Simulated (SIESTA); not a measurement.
# Short convergence ladders for NbH2 (I4mm, 3 atoms in the cell)

```
NbH2
1.0
    0.00000     2.29598     2.29598
    2.29598     0.00000     2.29598
    2.29598     2.29598     0.00000
Nb H
1 2
Direct
  0.01089   0.01089   0.98911
  0.25000   0.25000   0.25000
  0.75000   0.75000   0.75000
```

Base method: GGA PBEsol, numerical atomic orbitals DZP, PseudoDojo PBEsol standard norm-conserving potentials (rewritten from UPF to PSML) run with SIESTA.

Base settings: XC.functional = GGA; XC.authors = PBEsol; potentials = PseudoDojo PBEsol standard; PAO.BasisSize = DZP; PAO.EnergyShift = 0.01 Ry; MeshCutoff = 400 Ry; kgrid.MonkhorstPack = 6 6 6; OccupationFunction = MP; OccupationMPOrder = 0; ElectronicTemperature = 0.1 eV.

**The k-point mesh at a smearing width of 0.05 eV**

In this ladder: ElectronicTemperature = 0.05 eV.

The second cell is the first with its lattice scaled by 0.98.

Only quantities that move along the ladder and can be compared are tabulated.

```csv
kgrid.MonkhorstPack,free energy less the last step's (meV/atom),energy of the compressed cell less the first (meV/atom),pressure (GPa),largest difference of a force vector from the last step's (eV/Å)
4 4 4,68.24,-6.84,-7.99,0.075
5 5 5,25.74,-11.27,-9.29,0.055
6 6 6,-9.93,-13.32,-9.89,0.034
8 8 8,6.25,-12.01,-9.52,0.018
9 9 9,1.60,-12.45,-9.66,0.013
11 11 11,-0.10,-12.65,-9.72,0.009
13 13 13,0.83,-12.47,-9.66,0.004
16 16 16,0.07,-12.58,-9.70,0.003
24 24 24,0.00,-12.53,-9.69,0.000
```

Coarsest kgrid.MonkhorstPack that holds the energy of the compressed cell less the first within 2 meV/atom of the last step, with all finer ones: 5 5 5; the step before is off by 5.7 meV/atom.

Coarsest kgrid.MonkhorstPack that holds the pressure within 0.5 GPa of the last step, with all finer ones: 5 5 5; the step before is off by 1.7 GPa.

The energy difference between the two cells stays within 1 meV/atom of the last step's from 6 6 6 on, the total only from 11 11 11 on: much of the error is common to both cells and cancels.

**The width of Fermi-Dirac smearing**

In this ladder: kgrid.MonkhorstPack = 10 10 10; OccupationFunction = FD; OccupationMPOrder = default.

Narrow widths need finer meshes than wide ones, so the last steps can hold mesh noise.

Only quantities that move along the ladder and can be compared are tabulated; pressure and forces are left out, as mesh noise rules them at narrow widths.

```tsv
ElectronicTemperature	free energy less the last step's (meV/atom)
1 eV	-588.00
0.5 eV	-148.98
0.3 eV	-50.37
0.2 eV	-20.08
0.1 eV	-3.26
0.05 eV	0.00
```

Widest ElectronicTemperature that holds the free energy within 5 meV/atom: not settled: the last two steps still differ by 3.3 meV/atom, over half the tolerance, so the ladder does not show it.

**The width of Methfessel-Paxton smearing**

In this ladder: kgrid.MonkhorstPack = 10 10 10; OccupationMPOrder = 1.

Narrow widths need finer meshes than wide ones, so the last steps can hold mesh noise.

Only quantities that move along the ladder and can be compared are tabulated; pressure and forces are left out, as mesh noise rules them at narrow widths.

```tsv
ElectronicTemperature	free energy less the last step's (meV/atom)
1 eV	5.31
0.5 eV	2.89
0.3 eV	1.29
0.2 eV	0.43
0.1 eV	-0.09
0.05 eV	0.00
```

Widest ElectronicTemperature that holds the free energy within 2 meV/atom of the last step, with all finer ones: 0.3 eV; the step before is off by 2.9 meV/atom.

On the base run: the starting cell comes from a database of computed structures (which also holds hypothetical and non-ambient phases and stackings), without a prior relaxation at this level. Its lattice was rescaled by up to half a per cent. One atom was moved a little off its site on purpose. Spin polarisation is off. Values carry the incompleteness of an atom-centred basis. In the base run, with a pressure of about -10 GPa the cell is away from its equilibrium volume at this level.

Left out of this page: 4 runs of the series outside the window shown, repeating another row's setting, or not comparable.
